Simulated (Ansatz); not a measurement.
AlB2-type MgB2, treated with revPBE (plane waves, PAW; Ansatz, a quantum-chemistry and plane-wave program).

Settings: plane-wave cutoff 520 eV, 24×24×16 k mesh (along the axes of the cell as run), Fermi–Dirac smearing 0.05 eV, scalar-relativistic PAW data made under PBE.

A third-order Birch–Murnaghan fit to the energies gives V0 = 9.802 Å³/atom, B0 = 138 GPa, B′ = 3.7.

| V (Å³/atom) | P (GPa) |
|---|---|
| 9.410 | [?] |
| 9.606 | [?] |
| 9.802 | 0.00 |
| 9.998 | [?] |
| 10.194 | -5.05 |

Question: Estimate the withheld pressures from this fit; the answers are the runs' own values.

Answer: 
- 9.410, P (GPa): 6.08
- 9.606, P (GPa): 2.90
- 9.998, P (GPa): -2.64

The formula P = (3/2) B0 (x^(7/3) − x^(5/3)) [1 + (3/4)(B′ − 4)(x^(2/3) − 1)] with x = V0/V meets the computed pressures within 0.02 GPa when these rounded values are put in.

Shape and atoms are relaxed at each volume.

Measured, for comparison: bulk modulus 151 ± 5 GPa (room temperature, not corrected to a static lattice, B' fixed at 4, our sources range from 147 to 151; as tabulated in Vogt et al. (2001), arXiv:cond-mat/0102480). Computed (rounded) less measured: bulk modulus -9 % (-6 % to -9 % over the range).

Note: the bulk modulus comes from volumes at which shape and atoms were relaxed.
